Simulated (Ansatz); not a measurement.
Take Ta in the bcc (W type) structure (space group Im-3m, No. 229; a = 3.282 Å; relaxed with 0.1 eV smearing) as the base. Axes: x, y, z lie along the cube axes.

Structures relaxed with PBEsol, PAW, 420 eV (Ansatz, a quantum-chemistry and plane-wave program; scalar-relativistic without spin-orbit coupling).

Base:

Simulated powder pattern, Cu Kα1, λ = 1.54056 Å (kinematic, ideal powder, no thermal factors, no anomalous dispersion; the 10 strongest lines at most, above 2 %, up to 2θ = 90°):

```json
[
 {"2θ (°)": "38.77", "I/Imax (%)": "100", "hkl": "(110)"},
 {"2θ (°)": "55.98", "I/Imax (%)": "18", "hkl": "(200)"},
 {"2θ (°)": "70.18", "I/Imax (%)": "36", "hkl": "(211)"},
 {"2θ (°)": "83.18", "I/Imax (%)": "12", "hkl": "(220)"}
]
```

After one change:

Simulated powder pattern, Cu Kα1, λ = 1.54056 Å (kinematic, ideal powder, no thermal factors, no anomalous dispersion; the 10 strongest lines at most, above 2 %, up to 2θ = 90°):

| 2θ (°) | I/Imax (%) |
|---|---|
| 38.28 | 100 |
| 38.77 | 48 |
| 54.50 | 9.2 |
| 55.98 | 17 |
| 68.88 | 19 |
| 69.85 | 36 |
| 81.95 | 12 |
| 83.18 | 5.7 |

Task: Which of these changes matches the shifts?
(A) uniaxial strain ε_zz = +1.50 %
(B) uniaxial strain ε_zz = −1.50 %
(C) uniaxial strain ε_zz = −0.50 %
(D) uniaxial strain ε_zz = +2.50 %

Result: D, uniaxial strain ε_zz = +2.50 %. Its volume per atom is 18.12 Å³ against 17.68 Å³, and its space group is I4/mmm (No. 139).

Stability against distortions was not tested. All final runs are without spin polarisation.
